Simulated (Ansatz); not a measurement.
Functionals compared on the (110) surface of diamond in its 1x1 cell, relaxed from an ideal cut (the real face may reconstruct), outermost plane spacing 1.26 Å in the ideal cut, in Ansatz (plane waves, PAW). The structure was relaxed with PBE; the other rows are single points on it, each with its references at the same level. Cutoff 420 eV (500 eV for r2SCAN).

Model: 20-atom slab, 11.4 Å thick at the start, 10x7x1 mesh, Fermi-Dirac 0.025 eV, dipole correction, all atoms relaxed; held to the start's symmetry, so lower structures may exist; no spin (no spin-polarised run to compare, though such a face may carry moments), no spin-orbit, no U. The slab shows no gap on its mesh. These notes are the PBE run's.

```csv
functional,surface energy (J/m²),work function of the top face (eV),ionisation potential (eV),rough cost of the single point
PBE,5.16,5.38,6.23,–
LDA,5.64,5.68,6.52,about 30 core-seconds (a rough figure)
PBEsol,5.48,5.44,6.26,roughly 30 core-seconds
RPBE,4.94,5.26,6.10,around 30 core-seconds (rough)
r2SCAN,5.56,5.50,6.39,roughly 70 core-seconds
```

Ansatz is a first-principles code.
